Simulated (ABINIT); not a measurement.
Worked example: self-consistent single point of CaC2 (I4mm, 3 atoms in the cell) in ABINIT.

Method: PBEsol, norm-conserving pseudopotentials (PseudoDojo nc-sr-04 PBEsol standard) (plane waves; ABINIT 10.0.3).

The change in words: lattice scaled by 0.98; ngkpt: 4 4 4 → 6 6 6. Reference geometry:
```
CELL_PARAMETERS angstrom
     -1.94397     1.94397     3.21812
      1.94397    -1.94397     3.21812
      1.94397     1.94397    -3.21812
ATOMIC_POSITIONS crystal
  Ca 0.00777 0.00777 0.00000
  C  0.59789 0.59789 0.00000
  C  0.40211 0.40211 0.00000
```

Reference input (self-consistent single point, DFT, PBEsol, plane waves, norm-conserving pseudopotentials (PseudoDojo nc-sr-04 PBEsol standard)): pseudos = [Ca.upf, C.upf]; ecut = 1116 eV; ixc = -116133; occopt = 3; tsmear = 0.00183747 Ha; ngkpt = 4 4 4; nshiftk = 1; shiftk = 0 0 0; potentials = PseudoDojo nc-sr-04 PBEsol standard; nband = 14; kptopt = 1; nstep = 50. This run's input differs from it in these lines:

```diff
@@ -3,7 +3,7 @@
 pseudos "Ca.upf, C.upf"
-acell 7.9983312356 7.9983312356 7.9983312356
+acell 7.8383659434 7.8383659434 7.8383659434
 rprim
-        -0.4592924044    0.4592924044    0.7603295171
-         0.4592924044   -0.4592924044    0.7603295171
-         0.4592924044    0.4592924044   -0.7603295171
+        -0.4592924276    0.4592924276    0.7603294891
+         0.4592924276   -0.4592924276    0.7603294891
+         0.4592924276    0.4592924276   -0.7603294891
 natom 3
@@ -22,3 +22,3 @@
 kptopt 1
-ngkpt 4 4 4
+ngkpt 6 6 6
 nshiftk 1
```

Log, with long lists cut:

```
--- !BeginCycle
solver: {iscf: 7, nstep: 50, nline: 4, wfoptalg: 0, }
tolerances: {tolvrs: 1.00E-11, }
...

     iter   Etot(hartree)      deltaE(h)  residm     vres2
 ETOT  1  -50.514212526428    -5.051E+01 8.994E-02 1.139E+03
 ETOT  2  -50.620589869759    -1.064E-01 1.646E-02 2.202E+02
 ETOT  3  -50.643162681426    -2.257E-02 7.063E-03 1.532E+00
 ETOT  4  -50.643358683524    -1.960E-04 8.899E-03 7.369E-02
 ETOT  5  -50.643360895555    -2.212E-06 2.813E-03 5.822E-02
   [... 3 lines left out ...]
 ETOT  9  -50.643368559987    -1.060E-10 2.081E-03 2.616E-08
 ETOT 10  -50.643368559991    -4.043E-12 5.438E-04 1.213E-09
 ETOT 11  -50.643368559992    -1.215E-12 3.785E-04 8.941E-11
 ETOT 12  -50.643368559992     4.619E-13 3.828E-04 8.483E-13
 At SCF step   12       vres2   =  8.48E-13 < tolvrs=  1.00E-11 =>converged.

 Cartesian components of stress tensor (hartree/bohr^3)
  sigma(1 1)= -8.54974918E-06  sigma(3 2)=  0.00000000E+00
  sigma(2 2)= -8.54974918E-06  sigma(3 1)=  0.00000000E+00
  sigma(3 3)= -3.38657457E-04  sigma(2 1)=  0.00000000E+00

 ----iterations are completed or convergence reached----

 reduced coordinates (array xred) for    3 atoms
       0.007769000000      0.007769000000      0.000000000000
       0.597890000000      0.597890000000      0.000000000000
       0.402110000000      0.402110000000      0.000000000000
 cartesian forces (eV/Angstrom) at end:
    1     -0.00000000000000    -0.00000000000000    -0.27657411258849
    2     -0.00000000000000    -0.00000000000000     2.28932653599143
   [... lines left out ...]
 Fermi (or HOMO) energy (hartree) =   0.14862   Average Vxc (hartree)=  -0.36332
 Fermi (or HOMO) energy (eV) =   4.04413   Average Vxc (eV)=  -9.88634
   [... lines left out ...]
total_energy        : -5.06433685599915E+01
total_energy_eV     : -1.37807614184939E+03
band_energy         : -6.48146805474793E+00
...

-Cartesian components of stress tensor (GPa)         [Pressure=  3.4889E+00 GPa]
- sigma(1 1)= -2.51542263E-01  sigma(3 2)=  0.00000000E+00
- sigma(2 2)= -2.51542263E-01  sigma(3 1)=  0.00000000E+00
- sigma(3 3)= -9.96364469E+00  sigma(2 1)=  0.00000000E+00

 Calculation completed.
```

The run converged in 12 iterations. Against the reference run the free energy goes up by 2.2 meV/atom, the pressure goes from -2.47 to 3.49 GPa, the largest force goes from 0.411 to 2.289 eV/Å and the gap on the mesh goes from 1.241 to 1.123 eV.

The starting cell comes from a database of computed structures (which also holds hypothetical and non-ambient phases and stackings), without a prior relaxation at this level. Its lattice was rescaled by up to half a per cent. One atom was moved a little off its site on purpose. For this run, on top of that: lattice scaled by 0.98. With a pressure of about 3 GPa the cell is away from its equilibrium volume at this level. Forces in this geometry exceed 1 eV/Å.

Cost on one core of a shared machine: roughly 40 s.
